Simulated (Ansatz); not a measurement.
## TaC under a change: isotropic strain −0.50 %

The parent structure is TaC in the rock salt structure (space group Fm-3m, No. 225; a = 4.440 Å; relaxed with 0.1 eV smearing).

Now apply this change: the cell is scaled by 0.9950 in all directions, atoms relaxed at fixed cell.

The values are results of PBEsol (Ansatz, a program for electronic structure; PAW; 420 eV plane waves; no spin-orbit coupling), not measurements. Settings: 22×22×22 k-points, 0.1 eV Fermi–Dirac smearing.

```json
[
 {"quantity": "volume per atom", "base": "10.94 Å³", "changed": "10.78 Å³", "shift": "-0.16 Å³"},
 {"quantity": "space group", "base": "Fm-3m (No. 225)", "changed": "Fm-3m (No. 225)", "shift": "–"},
 {"quantity": "shortest interatomic distance", "base": "2.220 Å", "changed": "2.209 Å", "shift": "-0.011 Å"},
 {"quantity": "energy relative to the base (free energy F)", "base": "0 meV/atom", "changed": "+2.7 meV/atom", "shift": "+2.7 meV/atom"},
 {"quantity": "pressure", "base": "0.0 GPa", "changed": "5.3 GPa", "shift": "+5.3 GPa"},
 {"quantity": "band gap", "base": "zero", "changed": "zero", "shift": "–"}
]
```

Cost of the whole job for the changed cell (relaxation, final SCF and bands): around 21 core-seconds (rough).

Whether these cells are dynamically stable was not tested. The final runs are not spin-polarised. An odd electron count without spin: TaC.
